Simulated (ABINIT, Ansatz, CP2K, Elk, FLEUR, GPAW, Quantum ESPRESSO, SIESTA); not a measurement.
# Code comparison for SnSe2 (P-3m1, 3 atoms in the cell)

Self-consistent single point.

```
CELL_PARAMETERS angstrom
      3.76391     0.00000     0.00000
     -1.88196     3.25964     0.00000
      0.00000     0.00000     6.35422
ATOMIC_POSITIONS crystal
  Sn 0.00000 0.00000 0.00000
  Se 0.66667 0.33333 0.75710
  Se 0.33333 0.66667 0.24290
```

All programs got the same cell, k-point mesh and kind of occupations (some realise fixed ones as a very narrow smearing) (in Ansatz's words: kpoints.mp_grid.grid = 8 8 4; scf.occupations.method = fixed); potentials, basis and cutoffs are each program's usual ones.

```json
[
 {"code": "FLEUR", "model": "PBE, all-electron FLAPW (FLEUR), scalar-relativistic valence", "pressure (GPa)": "–", "largest force (eV/Å)": "–", "gap on the mesh (eV)": "0.869", "k-points": "35", "cutoff": "Kmax 4.3 1/bohr"},
 {"code": "Elk", "model": "PBE, all-electron FP-LAPW, Elk's shipped species files, LAPW+lo basis", "pressure (GPa)": "–", "largest force (eV/Å)": "–", "gap on the mesh (eV)": "0.837", "k-points": "35", "cutoff": "rgkmax 7.5"},
 {"code": "CP2K", "model": "PBE, GPW, DZVP-MOLOPT-SR-GTH basis, GTH-PBE potentials (GTH_POTENTIALS)", "pressure (GPa)": "7.73", "largest force (eV/Å)": "1.030", "gap on the mesh (eV)": "0.842", "k-points": "132", "cutoff": "grid 400 Ry"},
 {"code": "GPAW", "model": "PBE, GPAW PAW datasets PBE (gpaw-data 1.0.1)", "pressure (GPa)": "6.23", "largest force (eV/Å)": "0.824", "gap on the mesh (eV)": "0.850", "k-points": "35", "cutoff": "600 eV"},
 {"code": "SIESTA", "model": "GGA PBE, numerical atomic orbitals DZP, PseudoDojo PBE standard norm-conserving potentials (rewritten from UPF to PSML)", "pressure (GPa)": "10.16", "largest force (eV/Å)": "1.494", "gap on the mesh (eV)": "0.921", "k-points": "150", "cutoff": "grid 350 Ry"},
 {"code": "Ansatz", "model": "PBE, PAW files", "pressure (GPa)": "6.42", "largest force (eV/Å)": "0.851", "gap on the mesh (eV)": "0.837", "k-points": "35", "cutoff": "420 eV"},
 {"code": "Quantum ESPRESSO", "model": "PBE, SSSP 1.1.2 efficiency (PBE) pseudopotentials", "pressure (GPa)": "6.57", "largest force (eV/Å)": "0.877", "gap on the mesh (eV)": "0.831", "k-points": "35", "cutoff": "40 Ry"},
 {"code": "ABINIT", "model": "PBE, PAW (JTH v2.0 PBE PAW)", "pressure (GPa)": "6.35", "largest force (eV/Å)": "0.854", "gap on the mesh (eV)": "0.832", "k-points": "35", "cutoff": "544 eV"}
]
```

A dash marks a value that a program does not give, or that is left out as unsure.

Gaps are read on the mesh.

The spread over the programs that give each value: pressure within 3.93 GPa; largest force within 0.670 eV/Å; gap on the mesh within 0.090 eV.

The starting cell comes from a database of computed structures (which also holds hypothetical and non-ambient phases and stackings), without a prior relaxation at this level. Its lattice was rescaled by a random factor within 2.5 % of one. On Ansatz's run: In the base run, with a pressure of about 6 GPa the cell is away from its equilibrium volume at this level.

**Question.** Why do the programs differ, and what cannot be compared?

**Answer.** Differences of this kind can come from the potentials, where these differ, and from what each basis and cutoff leave unconverged. The valence holds different numbers of electrons (FLEUR 46, CP2K 16, GPAW 26, SIESTA 46, Ansatz (a first-principles code) 46, Quantum ESPRESSO 26, ABINIT 26). The zero of total energies and Fermi levels follows the potentials and each program's conventions, so they are not compared here. CP2K and SIESTA use small atom-centred bases, whose incompleteness enters pressures, forces and empty levels differently from a plane-wave cutoff. FLEUR and Elk treat all electrons, but the usual bases taken here (sphere radii, linearisation, local orbitals, empty states) were not tested for convergence, so the values are no reference for the others. Ansatz's pressure is given at a fixed set of plane waves, as the other plane-wave codes print theirs. The programs reduce the same mesh by symmetry to different extents, which changes the work and not the result. In the pressure, CP2K (by 1.34) and SIESTA (by 3.78) lie more than 1 GPa from the median of the plane-wave programs. In the force vectors, CP2K (by 0.178) and SIESTA (by 0.642) lie more than 0.08 eV/Å from the median of the plane-wave programs.

Keys are those of Ansatz 0.2.
